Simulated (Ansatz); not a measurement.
The starting structures come from a database of crystals and need not be the phases stable at ambient conditions.

Data:

```
CELL_PARAMETERS angstrom
      3.47200     0.00000     0.00000
      0.00000     6.72066     0.00000
      1.73600    -1.78211     4.29124
ATOMIC_POSITIONS crystal
  Mg 0.00000 0.50000 0.00000
  V  0.80938 0.15358 0.38124
  V  0.19062 0.84642 0.61876
  O  0.30844 0.06282 0.38312
  O  0.69156 0.93718 0.61688
  O  0.03385 0.78087 0.93230
  O  0.96615 0.21913 0.06770
  O  0.65322 0.38748 0.69356
  O  0.34678 0.61252 0.30644
```

Space group of this cell: C2/m. The cell is taken as given; by r2SCAN its mean pressure is -2.4 GPa.

Transport runs along the normal of the first two printed cell vectors.

No gap correction and no spin-orbit coupling; mid-gap values are interpolated between computed energies.

Problem. Give the band gap and the smallest decay constant κ at mid-gap that r2SCAN (Ansatz, a quantum-chemistry and plane-wave program) yields.

Solution. Gap 2.86 eV on a 10×6×10 mesh; κ = 0.397 1/Å, at (0.500, 0.500) of the in-plane reciprocal vectors. At the zone centre, at the nearest computed energy, the slowest state has κ = 0.45 1/Å.
